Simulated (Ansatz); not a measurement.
Here is the system:

```xyz
6
Lattice="4.5296 0.0000 0.0000 0.0000 4.5296 0.0000 0.0000 0.0000 2.9988" Properties=species:S:1:pos:R:3 pbc="T T T"
Mg     2.2648     2.2648     1.4994
Mg     0.0000     0.0000     0.0000
F      3.1613     3.1613     0.0000
F      1.3683     1.3683     0.0000
F      3.6331     0.8965     1.4994
F      0.8965     3.6331     1.4994
```

No spin polarisation.

Computed with plane-wave PAW DFT at the r2SCAN level (Ansatz, an electronic-structure program, 500 eV), no spin-orbit coupling, earlier PAW set. Settings: 7×7×11 k-points, 0.05 eV Fermi–Dirac smearing.

Q: Predict the band gap and width of the top valence band.

A: 
```json
{
  "band_gap": "8.48 eV",
  "width_of_the_top_valence_band": "0.93 eV"
}
```

Load acts through the strain it causes; cell and atoms are relaxed under it. No phonon test of stability was made. No other phases were tried under pressure. The cell was made from MgF2 in the rutile structure (space group P4_2/mnm, No. 136) by this change: pressure 7 GPa.
